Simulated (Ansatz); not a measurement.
# Phonon-limited transport in PdCu$_{3}$N (Pm-3m)

Here is the system:

```xyz
5
Lattice="3.8199 0.0000 0.0000 0.0000 3.8199 0.0000 0.0000 0.0000 3.8199" Properties=species:S:1:pos:R:3 pbc="T T T"
Cu     1.9099     0.0000     0.0000
Cu     0.0000     1.9099     0.0000
Cu     0.0000     0.0000     1.9099
Pd     1.9099     1.9099     1.9099
N      0.0000     0.0000     0.0000
```

These are PBEsol, DFPT electron-phonon coupling, linearised Boltzmann equation (plane waves, PAW, scalar-relativistic; Ansatz, an electronic-structure program) values and carry that method's errors. How the cell was made: relaxed with this functional, without spin-orbit coupling.

| Item | Result |
|---|---|
| resistivity at 300 K | 17.8 μΩ·cm |
| resistivity at 77 K | 2.3 μΩ·cm |
| Hall coefficient at 300 K | 1210 ×10⁻¹¹ m³/C |

A metal at this level (no band gap). Only scattering by harmonic phonons is included (no impurities, grain boundaries, electron-electron scattering or thermal expansion). Spin-orbit coupling is left out. Few carriers conduct, so the values hang on small band overlaps. The run warned that the eigensolver left some states short of its tolerance. Halving the electron mesh (24x24x24) moves the resistivity by up to 11 % at 300 K. Smearing 0.20 eV; phonons on a 4x4x4 q mesh, which this run doesn't test and which matters most at low temperature.

Computed structure with no diffraction record at hand here (it may be known, metastable or hypothetical): PdCu3N (Pm-3m).
